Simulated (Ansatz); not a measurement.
# Sr$_{3}$SbN in the anti-perovskite structure (space group Pm-3m, No. 221; a cell from a computed database, its experimental status unchecked)

```yaml
crystal:
  lattice:
    - [5.13149, 0.00000, 0.00000]
    - [0.00000, 5.13149, 0.00000]
    - [0.00000, 0.00000, 5.13149]
  atoms:
    - { symbol: Sr, position: [0.00000, 0.50000, 0.50000] }
    - { symbol: Sr, position: [0.50000, 0.00000, 0.50000] }
    - { symbol: Sr, position: [0.50000, 0.50000, 0.00000] }
    - { symbol: Sb, position: [0.00000, 0.00000, 0.00000] }
    - { symbol: N, position: [0.50000, 0.50000, 0.50000] }
```

Calculations: DFT with PBEsol, PAW potentials and a 420 eV plane-wave cutoff in Ansatz (a program for electronic structure), spin-orbit coupling left out. Settings: 7×7×7 k-points, 0.05 eV Fermi–Dirac smearing.

| Quantity | Result |
|---|---|
| Volume per atom | 27.02 Å³ |
| Density | 4.90 g/cm³ |
| Band gap | 0.18 eV, direct at Γ |
| Electron mass (degenerate bands, along [100]) | 0.085, 0.67 mₑ |
| Hole mass (degenerate bands, along [100]) | 0.086, 0.39, 0.39 mₑ |
| Lowest conduction-band minima above the VBM | Γ 0.18 eV |
| Total energy | -3453.636 eV/atom (σ→0; compares only within this code and set-up) |

With Sb present, leaving out spin-orbit coupling can change the band edges. Effective masses come from finite differences of ±0.01 Å⁻¹. Whether these cells are dynamically stable was not tested. A zero or small gap of Sr3SbN can be the functional's error rather than a property of the material.
